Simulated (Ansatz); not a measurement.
## A computed series for TiO2: response to strain

Take TiO$_{2}$ in the anatase structure (space group I4_1/amd, No. 141) as the base.

```
TiO2
1.0
   -1.89941     1.89941     4.85035
    1.89941    -1.89941     4.85035
    1.89941     1.89941    -4.85035
Ti O
2 4
Direct
  0.75000   0.25000   0.50000
  0.00000   0.00000   0.00000
  0.54355   0.04355   0.50000
  0.79355   0.79355   0.00000
  0.20645   0.20645   0.00000
  0.95645   0.45645   0.50000
```

Cartesian axes are those of the cell as printed.

Strains are applied to the cell and any free atomic positions relax; under biaxial strain the out-of-plane vector relaxes too.

Computed with PBE (Ansatz, a first-principles code; PAW; 420 eV plane waves; no spin-orbit coupling).

Notes on the quantities. in-plane stress: mean in-plane stress (compression positive).

```json
[
 {"change": "base", "ratio −ε⊥/ε∥": "–", "band gap": "2.13 eV", "in-plane stress": "–"},
 {"change": "biaxial strain +0.60 %, plane normal [001], relaxed out of plane", "ratio −ε⊥/ε∥": "–", "band gap": "2.07 eV", "in-plane stress": "-1.6 GPa"},
 {"change": "biaxial strain +1.20 %, plane normal [001], relaxed out of plane", "ratio −ε⊥/ε∥": "1.40", "band gap": "2.02 eV", "in-plane stress": "-3.2 GPa"},
 {"change": "biaxial strain +1.80 %, plane normal [001], relaxed out of plane", "ratio −ε⊥/ε∥": "1.36", "band gap": "1.98 eV", "in-plane stress": "-4.8 GPa"},
 {"change": "biaxial strain +2.40 %, plane normal [001], relaxed out of plane", "ratio −ε⊥/ε∥": "1.32", "band gap": "1.94 eV", "in-plane stress": "-6.3 GPa"},
 {"change": "biaxial strain +3.00 %, plane normal [001], relaxed out of plane", "ratio −ε⊥/ε∥": "1.28", "band gap": "1.90 eV", "in-plane stress": "-7.9 GPa"}
]
```

No phonon test of stability was made. All final runs are without spin polarisation.
